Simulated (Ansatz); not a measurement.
This Ansatz (a quantum-chemistry and plane-wave program) input is the reference run, SnO$_{2}$ in the rutile structure (space group P4_2/mnm, No. 136), computed with LDA (Ansatz; PAW; 420 eV plane waves; scalar-relativistic without spin-orbit coupling):

Ansatz 0.2 input:
```yaml
crystal:
  lattice:
    - [4.7223613734, 0, 0]
    - [0, 4.7223613734, 0]
    - [0, 0, 3.190337105]
  atoms:
    - { symbol: Sn, position: [0, 0, 0] }
    - { symbol: Sn, position: [0.5, 0.5, 0.5] }
    - { symbol: O, position: [0.3060677839, 0.3060677839, 0] }
    - { symbol: O, position: [0.8060677839, 0.1939322161, 0.5] }
    - { symbol: O, position: [0.1939322161, 0.8060677839, 0.5] }
    - { symbol: O, position: [0.6939322161, 0.6939322161, 0] }
basis: { ecutwfc: 420, ecutrho_ratio: 4, xc_grid: 2, fft_grid_basis: typed }
kpoints: { mp_grid: { grid: [7, 7, 10] } }
hamiltonian:
  xc: lda
  dispersion: none
  pseudopotentials: { kind: paw }
scf: { occupations: { method: fermi_dirac, width: 0.05 }, convergence: { dr2_threshold: 0.0000000006 } }
output: { forces: true, stress: true }
checkpoint: { write: state.ck, write_every: 1000 }
```

### Question
Write the input for this change: the cell is stretched by 3.00 % along x with no lateral relaxation; the atoms relax in the strained cell.

### Answer
Ansatz 0.2 input:
```yaml
crystal:
  lattice:
    - [4.8640322146, 0, 0]
    - [0, 4.7223613734, 0]
    - [0, 0, 3.190337105]
  atoms:
    - { symbol: Sn, position: [0, 0, 0] }
    - { symbol: Sn, position: [0.5, 0.5, 0.5] }
    - { symbol: O, position: [0.3060677839, 0.3060677839, 0] }
    - { symbol: O, position: [0.8060677839, 0.1939322161, 0.5] }
    - { symbol: O, position: [0.1939322161, 0.8060677839, 0.5] }
    - { symbol: O, position: [0.6939322161, 0.6939322161, 0] }
basis: { ecutwfc: 420, ecutrho_ratio: 4, xc_grid: 2, fft_grid_basis: typed }
kpoints: { mp_grid: { grid: [7, 7, 10] } }
hamiltonian:
  xc: lda
  dispersion: none
  pseudopotentials: { kind: paw }
scf: { occupations: { method: fermi_dirac, width: 0.05 }, convergence: { dr2_threshold: 0.0000000006 } }
relax: { f_tol: 0.005, max_steps: 50 }
output: { forces: true, stress: true }
checkpoint: { write: state.ck, write_every: 1000 }
```
This is the input that was run.

Stability against distortions was not tested.
